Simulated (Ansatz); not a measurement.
## B_C (4H silicon carbide host)

Calculation: PBE, PAW (plane waves to 420 eV; Ansatz, a first-principles code). Cell: 96 sites, 3×2×1; final energies on a 2×2×2 shifted mesh. Site at the start: the C(k) site. Charged cells carry a point-charge image correction with potential alignment at far atoms. Dielectric constants: PBE linear response of the host. Host gap at this level: 2.23 eV. A cell of this size leaves errors of a few tenths of an eV. Levels are measured in PBE's own, too narrow, gap. Spin–orbit coupling is left out. Each state is the lowest found from its start.

Formation energies E_f are given with the Fermi level at the valence-band maximum. Chemical conditions: C-rich (Δμ(C) = 0.00 eV, Δμ(B) = -0.13 eV, bounded by B4C (Cm); only phases computed here count, gases as isolated molecules at 0 K); Si-rich (Δμ(C) = -0.41 eV, Δμ(B) = -0.023 eV, bounded by B4C (Cm); only phases computed here count, gases as isolated molecules at 0 K). Reference phases: B: alpha boron, C: graphite.

| charge | moment (μB) | largest move off a lattice site (Å) | image correction with alignment (eV) | E_f, C-rich (eV) | E_f, Si-rich (eV) | above the lowest spin state (eV) |
|---|---|---|---|---|---|---|
| +1* | 0.0 | 0.06 | – | – | – | 0.00 |
| +1* | not spin-polarised | 0.06 | – | – | – | 0.00 |
| 0 | 1.0 | 0.05 | 0.00 | 2.39 | 1.88 | 0.00 |
| −1 | not spin-polarised | 0.03 | 0.19 | 2.67 | 2.16 | 0.00 |

* At this level the carrier isn't localised at the defect: at charge +1 holes occupy the valence band. Such a state is shallow or no state of the defect, and this cell gives it no level.

Starting moments that weren't kept: charge +1 began with 2 μB and ended with 0.0.

No other site or start that was run ended lower by more than 0.1 eV.

Transition levels above the valence-band maximum: ε(0/−1) = 0.28 eV. On the lower envelope of the bound states, inside the gap: (0/−1) at 0.28 eV.

Flagged in the runs: a host whose relaxation on this sampling wasn't shown to rest.
